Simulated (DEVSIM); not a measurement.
Device: abrupt Si n-p junction, at 300 K.

| layer (left to right) | material | thickness (μm) | Nd (cm⁻³) | Na (cm⁻³) | τn (s) | τp (s) |
|---|---|---|---|---|---|---|
| 1 | Si | 4.80 | 2.2e16 | - | 1.1e-6 | 1.1e-6 |
| 2 | Si | 1.50 | - | 4.2e16 | 1.1e-6 | 1.1e-6 |

Left contact: ohmic. Right contact: ohmic. Voltage is applied to the left contact. Recombination: SRH at mid-gap, Auger. Mobility is constant in doping.

Constants are typed, rounded textbook-type inputs, not results; the design itself was drawn at random and stands for no fabricated device. Values at 300 K.

| parameter | Si |
|---|---|
| gap (eV) | 1.124 |
| affinity (eV) | 4.05 |
| permittivity | 11.7 |
| Nc (cm⁻³) | 2.86e19 |
| Nv (cm⁻³) | 3.1e19 |
| μn (cm²/Vs) | 1417 |
| μp (cm²/Vs) | 470 |
| Cn (cm⁶/s) | 2.8e-31 |
| Cp (cm⁶/s) | 9.9e-32 |

DEVSIM, 1D drift-diffusion, Boltzmann statistics, complete ionisation; no tunnelling, impact ionisation, image-force lowering or self-heating.

Task: Tabulate band edges, carrier densities and field at -0.9 V on the left contact.

Result: Energies count from the Fermi level of the right contact; mesh points crowd at the junctions.

```json
[
 {"x (μm)": "0.000", "Ec (eV)": "1.085", "Ev (eV)": "-0.039", "n (cm⁻³)": "2.2e16", "p (cm⁻³)": "5300", "field (V/cm)": "-650"},
 {"x (μm)": "0.02594", "Ec (eV)": "1.084", "Ev (eV)": "-0.040", "n (cm⁻³)": "2.3e16", "p (cm⁻³)": "6.6e14", "field (V/cm)": "-640"},
 {"x (μm)": "0.07550", "Ec (eV)": "1.081", "Ev (eV)": "-0.043", "n (cm⁻³)": "2.4e16", "p (cm⁻³)": "1.8e15", "field (V/cm)": "-590"},
 {"x (μm)": "0.1822", "Ec (eV)": "1.075", "Ev (eV)": "-0.049", "n (cm⁻³)": "2.6e16", "p (cm⁻³)": "4.0e15", "field (V/cm)": "-500"},
 {"x (μm)": "0.4986", "Ec (eV)": "1.061", "Ev (eV)": "-0.063", "n (cm⁻³)": "3.1e16", "p (cm⁻³)": "8.9e15", "field (V/cm)": "-380"},
 {"x (μm)": "1.058", "Ec (eV)": "1.043", "Ev (eV)": "-0.081", "n (cm⁻³)": "3.7e16", "p (cm⁻³)": "1.5e16", "field (V/cm)": "-290"},
 {"x (μm)": "2.126", "Ec (eV)": "1.016", "Ev (eV)": "-0.108", "n (cm⁻³)": "4.5e16", "p (cm⁻³)": "2.3e16", "field (V/cm)": "-220"},
 {"x (μm)": "3.787", "Ec (eV)": "0.984", "Ev (eV)": "-0.140", "n (cm⁻³)": "5.4e16", "p (cm⁻³)": "3.2e16", "field (V/cm)": "-170"},
 {"x (μm)": "4.302", "Ec (eV)": "0.976", "Ev (eV)": "-0.148", "n (cm⁻³)": "5.7e16", "p (cm⁻³)": "3.5e16", "field (V/cm)": "-160"},
 {"x (μm)": "4.572", "Ec (eV)": "0.971", "Ev (eV)": "-0.153", "n (cm⁻³)": "5.8e16", "p (cm⁻³)": "3.6e16", "field (V/cm)": "-160"},
 {"x (μm)": "4.697", "Ec (eV)": "0.969", "Ev (eV)": "-0.155", "n (cm⁻³)": "5.8e16", "p (cm⁻³)": "3.6e16", "field (V/cm)": "-160"},
 {"x (μm)": "4.776", "Ec (eV)": "0.969", "Ev (eV)": "-0.155", "n (cm⁻³)": "5.5e16", "p (cm⁻³)": "3.9e16", "field (V/cm)": "990"},
 {"x (μm)": "4.800", "Ec (eV)": "0.977", "Ev (eV)": "-0.147", "n (cm⁻³)": "4.1e16", "p (cm⁻³)": "5.2e16", "field (V/cm)": "6200"},
 {"x (μm)": "4.826", "Ec (eV)": "0.983", "Ev (eV)": "-0.141", "n (cm⁻³)": "3.1e16", "p (cm⁻³)": "6.8e16", "field (V/cm)": "740"},
 {"x (μm)": "4.901", "Ec (eV)": "0.983", "Ev (eV)": "-0.141", "n (cm⁻³)": "2.8e16", "p (cm⁻³)": "7.0e16", "field (V/cm)": "-150"},
 {"x (μm)": "5.030", "Ec (eV)": "0.981", "Ev (eV)": "-0.143", "n (cm⁻³)": "2.6e16", "p (cm⁻³)": "6.8e16", "field (V/cm)": "-160"},
 {"x (μm)": "5.274", "Ec (eV)": "0.977", "Ev (eV)": "-0.147", "n (cm⁻³)": "2.2e16", "p (cm⁻³)": "6.4e16", "field (V/cm)": "-170"},
 {"x (μm)": "5.713", "Ec (eV)": "0.969", "Ev (eV)": "-0.155", "n (cm⁻³)": "1.4e16", "p (cm⁻³)": "5.6e16", "field (V/cm)": "-210"},
 {"x (μm)": "6.078", "Ec (eV)": "0.960", "Ev (eV)": "-0.164", "n (cm⁻³)": "6.2e15", "p (cm⁻³)": "4.8e16", "field (V/cm)": "-280"},
 {"x (μm)": "6.204", "Ec (eV)": "0.956", "Ev (eV)": "-0.168", "n (cm⁻³)": "2.9e15", "p (cm⁻³)": "4.5e16", "field (V/cm)": "-320"},
 {"x (μm)": "6.265", "Ec (eV)": "0.954", "Ev (eV)": "-0.170", "n (cm⁻³)": "1.1e15", "p (cm⁻³)": "4.3e16", "field (V/cm)": "-340"},
 {"x (μm)": "6.300", "Ec (eV)": "0.953", "Ev (eV)": "-0.171", "n (cm⁻³)": "2800", "p (cm⁻³)": "4.2e16", "field (V/cm)": "-350"}
]
```
